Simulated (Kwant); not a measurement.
System: π system C1=CC=CC=CC=C1 between two chain leads. The π system is taken as planar. Atoms are numbered from 0 in the order of the SMILES. Site energies (eV, carbon 0): [0.0, 0.0, 0.0, 0.0, 0.0, 0.0, 0.0, 0.0]. Bonds (i, j, β in eV): (0,1,-2.7) (1,2,-2.7) (2,3,-2.7) (3,4,-2.7) (4,5,-2.7) (5,6,-2.7) (6,7,-2.7) (7,0,-2.7). Leads: chains of hopping −4.1 eV, joined by −1.4 eV to atoms 0 and 4.

Site energies and bond integrals are typed Hückel values.

Model: Hückel tight-binding model, one pz orbital an atom, one spin, coherent transport at 0 K (Kwant). Conductance is in e²/h.

Sweep values stay those of the base run.

Base results: mean G (e²/h) over the sweep 0.21; transmission at E = 0 1.00.

**Question.** What follows from this one change: contacts moved from atoms [0, 4] to [0, 3]?

**Answer.** mean G over the sweep 0.21 → 0.064 e²/h; transmission at E = 0 1.00 → < 1e-12.

**Question.** What follows from this one change: contacts moved from atoms [0, 4] to [0, 2]?

**Answer.** mean G over the sweep 0.21 → 0.094 e²/h; transmission at E = 0 little changed (1.00).

**Question.** What follows from this one change: contacts moved from atoms [0, 4] to [0, 1]?

**Answer.** mean G over the sweep 0.21 → 0.082 e²/h; transmission at E = 0 1.00 → < 1e-12.
